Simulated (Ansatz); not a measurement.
The parent structure is Be5Pt (space group F-43m, No. 216; a = 5.940 Å; a cell from a computed database, its experimental status unchecked).

Modification: an isotropic linear strain of +3.32 %; the atoms relax in the strained cell.

Levels (all Ansatz, an electronic-structure program, PAW): PBEsol (420 eV, no spin-orbit coupling); PBEsol+SOC (420 eV, spin-orbit coupling included).

The geometry is relaxed with PBEsol.

* **PBEsol pressure**: -14.0 GPa

Q: Predict the pressure from PBEsol+SOC.

A: The pressure falls by 0.25 GPa, from -14.0 GPa to -14.3 GPa.

Single points use the geometry relaxed with PBEsol. Differences between runs with and without spin-orbit coupling are approximate. Stability against distortions was not tested. The runs without spin-orbit coupling are not spin-polarised.
